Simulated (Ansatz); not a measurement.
Amorphous Zr$_{20}$O$_{41}$Cu$_{2}$, 63 atoms at 5.36 g/cm³, one PBE-relaxed geometry, zone centre. Methods: PBE, scalar-relativistic without spin-orbit coupling (Ansatz, a quantum-chemistry and plane-wave program); r2SCAN, scalar-relativistic without spin-orbit coupling (Ansatz); HSE06, scalar-relativistic without spin-orbit coupling (Ansatz). Plane waves to 420 eV (r2SCAN 500 eV); exact exchange is cut at the cell's faces. At PBE the levels at the filled edge of the gap are localised (band-tail or defect states), and the nearest spread-out levels lie 3.9 eV apart at the zone centre. All rungs ran without spin polarisation.

A CHGNet melt-quench gave the starting glass, which DFT then relaxed. O atoms were pushed apart under 1.9 Å during the dynamics, to hinder bonds among them. The hot cell started wider than the set density and was brought back towards it in steps. It is the lowest in DFT energy of 2 quenches. It is a model cell: composition and starting density were chosen by hand, and all elements were melted together. No dispersion term was used. Its density started from a set value of 5.36 and ended at 5.36 g/cm³. The simulated quench (nominally 300 K/ps over its main leg) is rapid and tends to freeze in more defects than a deposited or slowly cooled glass has. A cell of this size samples the disorder only roughly. The volume was held where the preparation left it and the shape relaxed, at a PBE pressure of -0.9 GPa (tension). Stress components on the final sampling reach 1.0 GPa.

The relaxation ran on the zone centre alone. At PBE the level gap is 2.26 eV on a 2×2×2 Γ-centred mesh, and the spacing at the zone centre alone 2.34 eV.

Q: What zone-centre spacing does r2SCAN give, roughly?

A: 2.55 eV (+0.22 eV against PBE).

Q: What zone-centre spacing does HSE06 give, roughly?

A: 3.72 eV (+1.38 eV against PBE).

The highest filled and the lowest empty state spread over these numbers of atoms (participation numbers): PBE: 3.6 and 21.3; r2SCAN: 3.7 and 20.9; HSE06: 2.3 and 22.0.
